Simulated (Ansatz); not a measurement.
**AlCr2C under a change: Cr → Ti**

Consider AlCr₂C (space group P6_3/mmc, No. 194; a = 2.8118 Å, c = 12.5992 Å; non-magnetic).

Now apply this change: every Cr is replaced by Ti; the structure is relaxed again.

Computed with plane-wave PAW DFT at the PBEsol level (Ansatz, a program for electronic structure, 420 eV), no spin-orbit coupling. k-mesh 18×18×4 (Γ-centred); smearing 0.05 eV (Fermi–Dirac), for the changed cell.

```csv
quantity,base,changed,shift
volume per atom,10.78 Å³,13.62 Å³,+2.84 Å³
density,5.50 g/cm³,4.11 g/cm³,-1.398 g/cm³
lattice parameter a,2.812 Å,3.037 Å,+0.2256 Å
c/a ratio,4.481,4.490,+0.009
space group,P6_3/mmc (No. 194),P6_3/mmc (No. 194),–
shortest interatomic distance,1.940 Å,2.090 Å,+0.1491 Å
band gap,zero,zero,–
```

Final structure:

```yaml
crystal:
  lattice:
    - [3.03741, 0.00000, 0.00000]
    - [-1.51870, 2.63047, 0.00000]
    - [0.00000, 0.00000, 13.63772]
  atoms:
    - { symbol: Al, position: [0.33333, 0.66667, 0.75000] }
    - { symbol: Al, position: [0.66667, 0.33333, 0.25000] }
    - { symbol: Ti, position: [0.33333, 0.66667, 0.08332] }
    - { symbol: Ti, position: [0.66667, 0.33333, 0.58332] }
    - { symbol: Ti, position: [0.66667, 0.33333, 0.91668] }
    - { symbol: Ti, position: [0.33333, 0.66667, 0.41668] }
    - { symbol: C, position: [0.00000, 0.00000, 0.00000] }
    - { symbol: C, position: [0.00000, 0.00000, 0.50000] }
```

Whether these cells are dynamically stable was not tested. For Ti2AlC in this form, whether it has been made was not checked. Starting moments died away, wholly or in part, for the base; another magnetic solution may exist. The final runs are not spin-polarised.
